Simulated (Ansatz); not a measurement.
The reference is SnSe$_{2}$ in the CdI2 type structure (space group P-3m1, No. 164; a = 3.840 Å, c = 6.007 Å; layered, stacked along the Cartesian z axis). Axes: x lies along a and z along c of the hexagonal cell.

All numbers come from Ansatz (an electronic-structure program) PBE-D3(BJ), no spin-orbit coupling.

Base values:

| Quantity | Result |
|---|---|
| Band gap | 0.36 eV |
| Width of the top valence band | 1.99 eV |

Perturbation: uniaxial strain ε_zz = −0.50 %, all other strain components held at zero; the atoms relax in the strained cell.

Problem. Predict the new band gap, width of the top valence band and stress.

Solution. The band gap falls by 0.035 eV to 0.33 eV; the width of the top valence band rises by 0.06 eV (1.99 eV → 2.05 eV); the stress (xx, yy, zz, yz, xz, xy; compression positive) amounts to (0.09, 0.09, 0.15, 0.00, 0.00, 0.00) GPa.

Whether these cells are dynamically stable was not tested.
